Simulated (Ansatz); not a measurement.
The structure below was relaxed with Kohn–Sham DFT with the PBE-D3(BJ) functional, run in Ansatz (a first-principles code) with PAW and 420 eV plane waves, spin-orbit coupling left out, earlier PAW set.

```
CELL_PARAMETERS angstrom
      3.61743     0.00000     0.00000
     -1.80872     3.13279     0.00000
      0.00000     0.00000    13.77706
ATOMIC_POSITIONS crystal
  Re 0.33333 0.66667 0.16360
  Re 0.66667 0.33333 0.66360
  Re 0.66667 0.33333 0.83640
  Re 0.33333 0.66667 0.33640
  S  0.33333 0.66667 0.60175
  S  0.66667 0.33333 0.10175
  S  0.66667 0.33333 0.39825
  S  0.33333 0.66667 0.89825
```

Task: Find the space group and the Wyckoff positions.

Result: Space group P6₃/mmc (No. 194); a = 3.6174 Å, b = 3.6174 Å, c = 13.7771 Å, α = 90.00°, β = 90.00°, γ = 120.00°

```
atom  site  symmetry       x       y       z
----  ----  --------  ------  ------  ------
Re      4f       3m.  0.3333  0.6667  0.1636
S       4f       3m.  0.6667  0.3333  0.1018
```

Whether these cells are dynamically stable was not tested. All final runs are without spin polarisation. The cell was made from GaS by this change: Ga → Re; the result is a hypothetical phase, not in the database extracts checked.
